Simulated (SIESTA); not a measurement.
Checking a run of SIESTA on LiMn3CrO8 (C2/m, 13 atoms in the cell). The aim is a self-consistent single point with DFT, GGA PBEsol, numerical atomic orbitals DZP, PseudoDojo PBEsol standard norm-conserving potentials (rewritten from UPF to PSML).

Cell that was meant: a = 5.8553 Å, b = 5.8553 Å, c = 6.1221 Å, α = 118.71°, β = 118.71°, γ = 59.84°.

Part of the input:

```
PAO.EnergyShift              0.01 Ry
PAO.Polarization.NonPerturbative true
MeshCutoff                   400 Ry
OccupationFunction           MP
OccupationMPOrder            0
ElectronicTemperature        0.05 eV
Spin                         polarized
```

Output, abridged:

```
reinit: Reading from file input.fdf

reinit: System Name: LiMn3CrO8
reinit: System Label: siesta

NOTE on units for spin output:
   [... lines left out ...]
Some features might not work optimally:
Some features might not work optimally:
e.g. DM initialization from atomic data
e.g. DM initialization from atomic data
new_DM -- step:     1
Initializing Density Matrix...

Attempting to read DM from file... Failed...
DM filled with atomic data (user-defined):

InitMesh: MESH = 60 x 60 x 64 = 230400
InitMesh: Mesh cutoff (required, used) =   400.000   431.028 Ry

stepf: Methfessel-Paxton step function
       Using Hermite-Gauss polynomials of order  0
        iscf     Eharris(eV)        E_KS(eV)     FreeEng(eV)     dDmax    Ef(eV) dHmax(eV)
   scf:    1   -14622.126040   -14934.944983   -14934.965017  1.041539 -0.648222 59.771193
     spin moment: {S} , |S| = {        0.0        0.0    8.24519 }     8.24519
   scf:    2   -15097.470311   -15044.795039   -15044.795039  1.055053 -2.889358 23.018406
     spin moment: {S} , |S| = {        0.0        0.0   12.00000 }    12.00000
   scf:    3   -15092.407490   -15074.648745   -15074.648745  0.176176 -3.996688 10.020428
   [... lines left out ...]
     spin moment: {S} , |S| = {        0.0        0.0   12.00000 }    12.00000
   scf:   17   -15081.519569   -15081.519560   -15081.519560  0.000125 -5.313601  0.001248
     spin moment: {S} , |S| = {        0.0        0.0   12.00000 }    12.00000
   scf:   18   -15081.519562   -15081.519561   -15081.519561  0.000030 -5.313531  0.001125
     spin moment: {S} , |S| = {        0.0        0.0   12.00000 }    12.00000
   scf:   19   -15081.519561   -15081.519561   -15081.519561  0.000012 -5.313479  0.000896
     spin moment: {S} , |S| = {        0.0        0.0   12.00000 }    12.00000
SCF Convergence by DM+H criterion
max |DM_out - DM_in|         :     0.0000123590
max |H_out - H_in|      (eV) :     0.0008955987
SCF cycle converged after 19 iterations

Using DM_out to compute the final energy and forces

siesta: E_KS(eV) =           -15081.5196

siesta: E_KS - E_eggbox =    -15081.5196

siesta: Atomic forces (eV/Ang):
     1    0.000000   -0.000000   -0.000000
     2   -0.000000    0.000000    0.000000
     3   -0.000000    0.000000   -0.000000
     4   -0.000000   -0.000000   -0.000000
     5   -0.000000    0.000000   -0.000000
     6    0.112088    0.335299   -0.966776
     7   -0.112088   -0.335299    0.966776
     8   -0.112088    0.335299    0.966776
     9    0.112088   -0.335299   -0.966776
    10   -0.120883    0.000000    0.768739
   [... lines left out ...]
siesta: FreeEng =    -15081.519561
siesta: Cell volume =        151.051227 Ang**3
siesta:         -79.64300668       -134.89728477  kBar
   [... lines left out ...]
     7    -0.572574    6.572574   -0.126287  O
     8    -0.572574    6.572574   -0.126287  O
     9    -0.572574    6.572574   -0.126287  O
    10    -0.584986    6.584986   -0.096521  O
    11    -0.584986    6.584986   -0.096521  O
    12    -0.526325    6.526325   -0.128574  O
    13    -0.526325    6.526325   -0.128574  O
 Total    -0.000000               12.000000
```

**Question.** Is this run sound? If not, what is wrong?

**Answer.** The run is not sound. The fault is a single k-point for a small cell. The zone centre alone samples the bands of a small cell poorly; it suits large supercells. To fix it, use a k-point mesh or a larger supercell. The run converged in 19 iterations without an error; against the sound input the free energy rises by 31.3 meV/atom, the pressure goes from -9.34 to -7.96 GPa, the largest force goes from 0.534 to 1.053 eV/Å and the size of the net moment stays at 0.92 μB/atom.

The sound input it was made from differs as follows (other fixes are possible):
```diff
+%block kgrid.MonkhorstPack
+    5   0   0  0.0
+    0   5   0  0.0
+    0   0   5  0.0
+%endblock kgrid.MonkhorstPack
```

With that input, the run converged in 26 iterations: free energy E − TS -15081.9262 eV; top of the valence band (on the code's own zero) -5.38 eV; gap on the k-point mesh 0.18 eV; pressure -9.34 GPa; largest force (vector length) 0.534 eV/Å (DFT, GGA PBEsol, numerical atomic orbitals DZP, PseudoDojo PBEsol standard norm-conserving potentials (rewritten from UPF to PSML)).

On the sound input: the starting cell comes from a database of computed structures (which also holds hypothetical and non-ambient phases and stackings), without a prior relaxation at this level. The magnetic order is the one reached from the typed start; others were not searched systematically. Values carry the incompleteness of an atom-centred basis. With a pressure of about -9 GPa the cell is away from its equilibrium volume at this level.
